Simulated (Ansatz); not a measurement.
Cu: energy against volume

Cu (fcc, Fm-3m, 10.884 Å³/atom and stress up to 0.01 GPa in the relaxed cell, cube axes along x, y and z) under hydrostatic pressure, with the cell free. LDA in Ansatz, a plane-wave DFT program (PAW, default set), 420 eV, 23×23×23 Γ-centred mesh, Fermi-Dirac smearing 0.05 eV. Against the start cell, which lies near the measured one, the relaxed cell differs by -7.5 % in volume; the values below rest on it.

Here V stands for volume and E for E less E0.

```csv
volume (Å³/atom),E less E0 (meV/atom),pressure (GPa)
11.0027,0.77,-2.00
10.9422,0.19,-0.99
10.8840,0.00,0.00
10.8327,0.13,0.90
10.7665,0.74,2.11
10.6418,3.28,4.50
10.4280,12.19,9.00
10.1772,30.81,15.00
9.9056,?,?
```

Fit E of the 8 rows that show it with the third-order Birch-Murnaghan form, a cubic in V^(-2/3). With u = V^(-2/3) - 0.206, the rows have u = -0.003853, -0.003109, -0.002386, -0.001744, -0.000907, 0.000692, 0.003507, 0.006935. Least squares gives E = 1.958 + 1664.10·u + 354739·u² + 749867·u³. Residuals (row less fit): 0.000, -0.001, 0.003, -0.001, 0.000, 0.000, 0.001, 0.000; standard error 0.002 (degrees of freedom: 4). Its minimum lies at u = -0.002363, so V0 = (0.203637)^(-3/2) = 10.88. There d²E/du² = 698800 and d³E/du³ = 4499000, so B0 = (4/9) × 10.88^(-7/3) × 698800 × 0.160218 = 190 GPa (the last factor turns the table's units into GPa), and B0' = 4 + (2/3) × 0.203637 × (4499000)/698800 = 4.9. B0' rests on the cubic coefficient alone and has a standard error of 0.1 from these residuals.

Predict the withheld E at V = 9.9056 from the fit, and compare with the calculation.

u = 0.010810, so E = 1.958 + 1664.10 × 0.010810 + 354739 × 0.010810² + 749867 × 0.010810³ = 62.348 meV/atom. The calculation gives 62.39 meV/atom, 0.042 meV/atom above the prediction (0.1 % of the range of E in the table). The row lies outside the fitted rows, so this is an extrapolation. The scatter of the fitted rows lies at the last printed digit.

In a metal these values are sensitive to mesh and smearing; energies are taken to zero smearing, stresses follow the free energy. Other structures, which can take over under pressure, weren't tried. The same form fitted to the pressure column gives B0' = 5.0; series where the two differ by over 0.4 aren't shown. Rows are the converged runs of the series near zero and its far end, less any whose ions stayed unrelaxed beside relaxed ones; series whose fitted rows scatter by over a few per cent of the range, as at a crossing or softening among them, aren't shown in this form.
